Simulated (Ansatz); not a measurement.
System: rock-salt LaSe. Method: LDA (plane waves, PAW; Ansatz, a quantum-chemistry and plane-wave program).

The input as run:

Ansatz 0.2 input:
```yaml
crystal:
  lattice:
    - [0.0, 2.988163697, 2.988163697]
    - [2.988163697, 0.0, 2.988163697]
    - [2.988163697, 2.988163697, 0.0]
  atoms:
    - { symbol: La, position: [0.0, 0.0, 0.0] }
    - { symbol: Se, position: [0.5, 0.5, 0.5] }
basis:
  ecutwfc: 520
  ecutrho_ratio: 4
  xc_grid: 2
kpoints:
  mp_grid: { grid: [16, 16, 16] }
hamiltonian:
  xc: lda
  dispersion: none
  pseudopotentials: { kind: paw }
scf:
  occupations: { method: fermi_dirac, width: 0.05 }
  convergence: { dr2_threshold: 0.0000000002 }
output:
  forces: true
  stress: true
  eigenvalues: true
```

From the output:

```
Crystal: 2 atoms, lattice volume = 53.363 Å³
Basis set: ecut = 520 eV, 1459 PW (Γ), exchange–correlation on 64×64×64 points (8 copies of the dense FFT grid, shifted against one another)
Bands: 18, of which v1, the nominal top of the filled ones, is band 14 counted from 1 (13 counted from 0)
Symmetry: 48 space group operations
Space group: Fm-3m (ITA 225), of the structure as read, at distance tolerance 3.8e-5 Å
k-points: 145 of 4096
Functional: x = slater, c = lda
SCF iter   1: F=—  HF=-11463.521877 eV  |F-HF|=—  |Δ(HF+E_count)|=         —  Δρ=4.27e-3  dr2=4.02e-3
SCF iter   2: F=—  HF=-11463.520297 eV  |F-HF|=—  |Δ(HF+E_count)|=   1.58e-3  Δρ=2.28e-3  dr2=1.20e-3
  ...
SCF iter   8: F=—  HF=-11463.520035 eV  |F-HF|=—  |Δ(HF+E_count)|=  1.96e-10  Δρ=4.86e-7  dr2=2.08e-10
SCF iter   9: F=-11463.520035 eV  HF=-11463.520035 eV  |F-HF|=3.64e-12  |Δ(HF+E_count)|=  3.09e-11  Δρ=1.11e-7  dr2=3.65e-12
SCF 1 converged in 9 iterations: F = -11463.520035 eV  dr2 = 3.65e-12
SCF converged after 9 iterations
Free energy (F): -11463.520035 eV
Internal energy: -11463.510738 eV  (E = F + TS)
E sigma→0 (E₀):  -11463.515386 eV
Fermi energy:    12.437752 eV
--- Stress (GPa, compression-positive) ---
        0.001168       0.000000       0.000000
       -0.000000       0.001168       0.000000
       -0.000000       0.000000       0.001168
  P = ⅓ Tr σ = 0.0012 GPa (0.012 kbar)
```

The PAW data were made under PBE.
